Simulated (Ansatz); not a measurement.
Carrier properties of monolayer SnSe2

Here is the system:

```yaml
crystal:
  lattice:
    - [3.86814, 0.00000, 0.00000]
    - [-1.93407, 3.34991, 0.00000]
    - [0.00000, 0.00000, 19.09975]
  atoms:
    - { symbol: Sn, position: [0.00000, 0.00000, 0.50000] }
    - { symbol: Se, position: [0.33333, 0.66667, 0.58352] }
    - { symbol: Se, position: [0.66667, 0.33333, 0.41648] }
```

Method: PBE with spin-orbit coupling, rigid bands (plane waves, PAW; Ansatz, a first-principles code). Condition of this run: spin-orbit coupling switched on. How the cell was made: cell and atoms relaxed with PBE.

| Item | Result |
|---|---|
| band gap | 0.75 eV |
| electron conductivity mass (300 K, dilute) | 0.35 mₑ |
| hole conductivity mass (300 K, dilute) | 0.55 mₑ |
| effective density of states N_c (300 K) | 1.3e13 cm⁻² |
| effective density of states N_v (300 K) | 1.6e13 cm⁻² |
| Seebeck coefficient, n-type 1.9e12 cm⁻², 300 K | -338 μV/K |
| Seebeck coefficient, p-type 1.9e12 cm⁻², 300 K | 423 μV/K |

Rigid bands; masses and Seebeck coefficients take one relaxation time τ for all states and one kind of carrier; polarons and phonon drag are left out.

Model free-standing layer, not matched to a measured one here: monolayer SnSe2.
